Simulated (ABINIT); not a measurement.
Short convergence ladders for a (001) slab of Mg (cut from a parent of space group no. 194; 2 atoms in the cell)

```
CELL_PARAMETERS angstrom
      3.20037     0.00000     0.00000
     -1.60018     2.77160     0.00000
      0.00000     0.00000    16.59721
ATOMIC_POSITIONS crystal
  Mg 0.66667 0.33333 0.57824
  Mg 0.33333 0.66667 0.42176
```

Base method: LDA (PW92), norm-conserving pseudopotentials (PseudoDojo nc-sr-04 LDA standard) (plane waves; ABINIT).

Base settings: pseudos = [Mg.upf]; ecut = 42 Ha; occopt = 3; tsmear = 0.00367493 Ha; ngkpt = 6 6 1; nshiftk = 1; shiftk = 0 0 0; potentials = PseudoDojo nc-sr-04 LDA standard; nband = 15; kptopt = 1.

The count of work is k-points × plane waves × bands × iterations; it is no time. 

**The vacuum**

The mesh stays at the base's, so the ladder's end is converged at best in this setting alone.

Only quantities that move along the ladder and can be compared are tabulated.

| vacuum between outermost atoms (Å) | free energy less the last step's (meV/atom) | largest difference of a force vector from the last step's (eV/Å) | count of work / last |
|---|---|---|---|
| 3.0 | 116.35 | 0.082 | 0.086 |
| 5.0 | -18.11 | 0.048 | 0.15 |
| 7.0 | -12.56 | 0.024 | 0.21 |
| 10.0 | -0.95 | 0.002 | 0.30 |
| 14.0 | -0.02 | 0.000 | 0.44 |
| 30.0 | 0.00 | 0.000 | 1.0 |

Smallest vacuum between outermost atoms (Å) that holds the free energy within 2 meV/atom of the last step, with all finer ones: 10.0, at 0.30 of the last step's count of work; the step before is off by 13 meV/atom.

Smallest vacuum between outermost atoms (Å) that holds the forces within 0.005 eV/Å of the last step, with all finer ones: 10.0, at 0.30 of the last step's count of work; the step before is off by 0.024 eV/Å.

**The k-point mesh**

Only quantities that move along the ladder and can be compared are tabulated.

| ngkpt | free energy less the last step's (meV/atom) | largest difference of a force vector from the last step's (eV/Å) | count of work / last |
|---|---|---|---|
| 2 2 1 | 579.62 | 1.447 | 0.015 |
| 4 4 1 | -35.74 | 0.091 | 0.062 |
| 6 6 1 | 49.92 | 0.236 | 0.100 |
| 7 7 1 | -33.89 | 0.044 | 0.11 |
| 10 10 1 | -2.23 | 0.064 | 0.20 |
| 26 26 1 | 0.00 | 0.000 | 1.0 |

Coarsest ngkpt that holds the free energy within 5 meV/atom of the last step, with all finer ones: 10 10 1, at 0.20 of the last step's count of work; the step before is off by 34 meV/atom.

Coarsest ngkpt that holds the forces within 0.02 eV/Å: not settled: the last two steps still differ by 0.064 eV/Å, over half the tolerance, so the ladder does not show it.

**The plane-wave cutoff**

The mesh stays at the base's, so the ladder's end is converged at best in this setting alone.

Only quantities that move along the ladder and can be compared are tabulated.

```tsv
ecut	free energy less the last step's (meV/atom)	largest difference of a force vector from the last step's (eV/Å)	count of work / last
21 Ha	11978.95	0.041	0.13
25 Ha	3529.96	0.062	0.16
29 Ha	805.33	0.001	0.20
42 Ha	0.99	0.000	0.35
50 Ha	0.56	0.000	0.50
84 Ha	0.00	0.000	1.0
```

Coarsest ecut that holds the free energy within 2 meV/atom of the last step, with all finer ones: 42 Ha, at 0.35 of the last step's count of work; the step before is off by 810 meV/atom.

Coarsest ecut that holds the forces within 0.02 eV/Å of the last step, with all finer ones: 29 Ha, at 0.20 of the last step's count of work; the step before is off by 0.062 eV/Å.

On the base run: the starting cell has typed, rounded lattice constants, without a prior relaxation at this level. The slab is cut from that crystal, and its faces are unrelaxed. Its lattice was rescaled by up to half a per cent.
